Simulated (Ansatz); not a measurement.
We consider CdTe (within 0.1 Å of P6₄22, No. 181, 6 atoms in the cell; start mp-1492; a measured phase of this formula has another space group), described by LDA (PAW; Ansatz, a first-principles code).

Settings: plane-wave cutoff 520 eV, 18×18×6 k mesh (along the axes of the cell as run), Fermi–Dirac smearing 0.05 eV, scalar-relativistic PAW data made under PBE.

Cell (relaxed at this level):

CdTe has the trigonal space group P3₁21 (No. 152), Pearson symbol hP6. Cell: a = b = 4.4717 Å, c = 10.1306 Å, α = β = 90.00°, γ = 120.00°. Cd on 3a is surrounded by 4 Te at 2.797–2.807 Å. Te on 3b is surrounded by 4 Cd at 2.797–2.807 Å. (Neighbours: up to the widest gap in distance over summed covalent radii, below 1.35, at either atom; cation-cation and far metal-metal contacts left out.)

Q: Predict the band gap and bulk modulus B0.

A: 
band gap: 0.08 eV (under three smearing widths, so not firm)
bulk modulus B0: 42.5 GPa

Note: the bulk modulus is −V dP/dV from two relaxed cells at ±2 % in volume.

Spin–orbit coupling is not included; it can close the smallest gap of 0.08 eV.

The computed numbers hold no vibrational or temperature effects.

It cost about 11 core-minutes (a rough figure) of CPU time.

A start named mp-… is a Materials Project structure, which need not be a measured phase.
